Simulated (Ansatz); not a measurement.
## InAs: alloy series

The parent structure is InAs in the zinc blende structure (space group F-43m, No. 216; a = 6.087 Å).

The other end (x = 1) is AgAs in the zinc blende structure (space group F-43m, No. 216; a hypothetical phase, not in the database extracts checked): 23.91 Å³/atom, gap zero; this end may not be an ambient phase.

Ag replaces a fraction x of In; each row is one arrangement (x, atoms in the cell, starting space group or random), fully relaxed.

Computed with PBEsol (Ansatz, a program for electronic structure), spin-orbit coupling left out, earlier PAW set.

Notes on the quantities. mixing energy: to 0.01 eV only: unlike meshes or grids; against an end that may be hypothetical.

| change | volume per atom | mixing energy |
|---|---|---|
| base | 28.20 Å³ | – |
| x(Ag) = 0.667, 6 atoms, P3m1 | (withheld) | (withheld) |
| x(Ag) = 0.75, 8 atoms, Pmm2 | 22.76 Å³ | -0.17 eV/atom |
| x(Ag) = 0.75, 8 atoms, Amm2 | 24.89 Å³ | +0.03 eV/atom |

Q: Some entries are withheld; estimate them.

A: 
- x(Ag) = 0.667, 6 atoms, P3m1, volume per atom: 25.11 Å³
- x(Ag) = 0.667, 6 atoms, P3m1, mixing energy: +0.02 eV/atom

Each cell is one ordered arrangement of few atoms, which overstates ordering effects compared with a random alloy. Whether these cells are dynamically stable was not tested. All final runs are without spin polarisation. The zero or small gap of InAs can change with the level of theory.
